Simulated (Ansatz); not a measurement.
Consider WSe$_{2}$ (space group Fm-3m, No. 225; a = 6.2614 Å; ferromagnetic; a hypothetical phase, not in the database extracts checked).

The other end (x = 1) is WBr$_{2}$ (space group Fm-3m, No. 225; a hypothetical phase, not in the database extracts checked): 20.81 Å³/atom, gap 1.08 eV; this end may not be an ambient phase.

Method: DFT with r2SCAN, PAW potentials and a 500 eV plane-wave cutoff in Ansatz (a first-principles code), spin-orbit coupling left out, earlier PAW set.

Br replaces a fraction x of Se; each row is one arrangement (x, atoms in the cell, starting space group or random), fully relaxed.

One change was made to it. Results:

The magnetic state stays ferromagnetic; the deviation of the volume from the linear (Vegard-type) interpolation amounts to +1.0 %; the mixing energy is -0.05 eV/atom (to 0.01 eV only: unlike meshes or grids) (against an end that may be hypothetical); the largest site moment decreases by 0.704 μB (1.43 μB → 0.72 μB); the band gap stays zero.

### Question
Name the change that was made.
(A) x(Br) = 0.75, 6 atoms, P-4m2
(B) x(Br) = 0.25, 6 atoms, P-4m2
(C) x(Br) = 0.5, 6 atoms, P4/nmm
(D) x(Br) = 0.5, 6 atoms, P4_2/mmc

### Answer
C, x(Br) = 0.5, 6 atoms, P4/nmm. For comparison, the mixing energy in the other runs: x(Br) = 0.5, 6 atoms, P4_2/mmc gives +0.08 eV/atom; x(Br) = 0.75, 6 atoms, P-4m2 gives +0.02 eV/atom; x(Br) = 0.25, 6 atoms, P-4m2 gives +0.01 eV/atom.

Other magnetic orders, which the real material may have, were not ruled out. Each cell is one ordered arrangement of few atoms, which overstates ordering effects compared with a random alloy. Spin-orbit coupling, missing from the scalar runs, can matter with W. Whether these cells are dynamically stable was not tested. No Hubbard U is applied, and correlation can decide whether such a compound is a metal.
